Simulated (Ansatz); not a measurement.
## Short convergence ladders for HfSi (Pm, 8 atoms in the cell)

```
HfSi
1.0
    6.84181     0.00000     0.00000
    0.00000     3.75692     0.00000
    0.00000     0.00000     5.20778
Hf Si
4 4
Direct
  0.67514   0.25000   0.38399
  0.32486   0.75000   0.62561
  0.82486   0.75000   0.87439
  0.17514   0.25000   0.12561
  0.54312   0.25000   0.86087
  0.45688   0.75000   0.13913
  0.95688   0.75000   0.36087
  0.04312   0.25000   0.63913
```

Base method: LDA (PW92), default PAW files made with PBE (plane waves; Ansatz, a program for electronic structure).

Base settings: basis.ecutwfc = 420 eV; kpoints.mp_grid.grid = 3 7 5; hamiltonian.xc = lda; hamiltonian.pseudopotentials = {kind: paw} (the program's default PAW files); scf.occupations.method = gaussian; scf.occupations.width = 0.1 eV.

The count of work is k-points × plane waves × bands × iterations; it is no time. 

**The k-point mesh**

The second cell is the first with its lattice scaled by 0.98.

Only quantities that move along the ladder and can be compared are tabulated.

```tsv
kpoints.mp_grid.grid	free energy less the last step's (meV/atom)	energy of the compressed cell less the first (meV/atom)	pressure (GPa)	largest difference of a force vector from the last step's (eV/Å)	count of work / last
1 2 1	115.26	12.53	-3.07	2.129	0.014
2 3 2	-30.32	2.49	-4.49	0.243	0.051
2 4 3	5.06	4.88	-4.09	0.101	0.067
3 5 4	-7.28	3.55	-4.32	0.055	0.13
3 7 5	-1.40	3.35	-4.36	0.051	0.21
6 11 8	0.00	3.72	-4.29	0.000	1.0
```

Coarsest kpoints.mp_grid.grid that holds the forces within 0.02 eV/Å: not settled: the last two steps still differ by 0.051 eV/Å, over half the tolerance, so the ladder does not show it.

Coarsest kpoints.mp_grid.grid that holds the free energy within 2 meV/atom: not settled: the last two steps still differ by 1.4 meV/atom, over half the tolerance, so the ladder does not show it.

Coarsest kpoints.mp_grid.grid that holds the pressure within 1 GPa of the last step, with all finer ones: 2 3 2, at 0.051 of the last step's count of work; the step before is off by 1.2 GPa.

**The k-point mesh at a smearing width of 0.02 eV**

In this ladder: scf.occupations.width = 0.02 eV.

Only quantities that move along the ladder and can be compared are tabulated.

```csv
kpoints.mp_grid.grid,free energy less the last step's (meV/atom),pressure (GPa),largest difference of a force vector from the last step's (eV/Å),count of work / last
2 3 3,-2.04,-4.22,0.098,0.021
2 4 3,5.22,-4.18,0.089,0.031
3 5 3,6.36,-4.18,0.156,0.045
4 7 5,-0.05,-4.32,0.042,0.13
6 10 7,-0.63,-4.31,0.031,0.39
8 14 10,0.00,-4.30,0.000,1.0
```

Coarsest kpoints.mp_grid.grid that holds the free energy within 1 meV/atom: not settled: the last two steps still differ by 0.63 meV/atom, over half the tolerance, so the ladder does not show it.

Coarsest kpoints.mp_grid.grid that holds the forces within 0.02 eV/Å: not settled: the last two steps still differ by 0.031 eV/Å, over half the tolerance, so the ladder does not show it.

Coarsest kpoints.mp_grid.grid that holds the pressure within 0.05 GPa of the last step, with all finer ones: 4 7 5, at 0.13 of the last step's count of work; the step before is off by 0.12 GPa.

**The k-point mesh at a smearing width of 0.3 eV**

In this ladder: scf.occupations.width = 0.3 eV.

Only quantities that move along the ladder and can be compared are tabulated.

| kpoints.mp_grid.grid | free energy less the last step's (meV/atom) | pressure (GPa) | largest difference of a force vector from the last step's (eV/Å) | count of work / last |
|---|---|---|---|---|
| 2 3 3 | -1.55 | -4.13 | 0.099 | 0.027 |
| 3 5 3 | 4.01 | -4.14 | 0.099 | 0.045 |
| 4 7 5 | 0.30 | -4.25 | 0.019 | 0.13 |
| 8 14 10 | 0.00 | -4.25 | 0.000 | 1.0 |

Coarsest kpoints.mp_grid.grid that holds the pressure within 0.1 GPa of the last step, with all finer ones: 4 7 5, at 0.13 of the last step's count of work; the step before is off by 0.11 GPa.

Coarsest kpoints.mp_grid.grid that holds the forces within 0.01 eV/Å: not settled: the last two steps still differ by 0.019 eV/Å, over half the tolerance, so the ladder does not show it.

Coarsest kpoints.mp_grid.grid that holds the free energy within 1 meV/atom of the last step, with all finer ones: 4 7 5, at 0.13 of the last step's count of work; the step before is off by 4.0 meV/atom.

On the base run: the starting cell comes from a database of computed structures (which also holds hypothetical and non-ambient phases and stackings), without a prior relaxation at this level. Its lattice was rescaled by up to half a per cent. One atom was moved a little off its site on purpose. In the base run, with a pressure of about -4 GPa the cell is away from its equilibrium volume at this level. Ansatz's pressure includes its estimate of the finite-basis (Pulay) stress.

Keys are those of Ansatz 0.2.
